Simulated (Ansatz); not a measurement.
## Zn2SnO4, response to strain

The parent structure is Zn₂SnO₄ (space group Imma, No. 74; a = 5.993 Å, b = 6.243 Å, c = 8.672 Å; a cell from a computed database, its experimental status unchecked). Axes: x, y, z lie along a, b, c of the conventional cell.

Strains are applied to the cell and any free atomic positions relax; under biaxial strain the out-of-plane vector relaxes too.

Level of theory: Ansatz (an electronic-structure program), PBEsol, PAW, cutoff 420 eV, scalar-relativistic without spin-orbit coupling.

Notes on the quantities. energy relative to the base: free energy F; pressure: mean of the normal stresses, compression positive.

| variant | energy relative to the base | space group | width of the top valence band | band gap | pressure |
|---|---|---|---|---|---|
| base | 0 meV/atom | Imma (No. 74) | 0.71 eV | 0.92 eV | 0.00 GPa |
| biaxial strain −4.21 %, plane normal [001], relaxed out of plane | +27 meV/atom | Imma (No. 74) | 0.85 eV | 0.96 eV | 6.20 GPa |
| biaxial strain +0.76 %, plane normal [001], relaxed out of plane | +0.8 meV/atom | Imma (No. 74) | 0.65 eV | 0.92 eV | -0.96 GPa |
| isotropic strain −5.95 % | +0.227 eV/atom | Imma (No. 74) | 0.81 eV | 1.63 eV | 44.25 GPa |
| tensor shear ε_xy = +0.94 % | +0.5 meV/atom | C2/c (No. 15) | – | 0.92 eV | 0.02 GPa |

Whether these cells are dynamically stable was not tested.
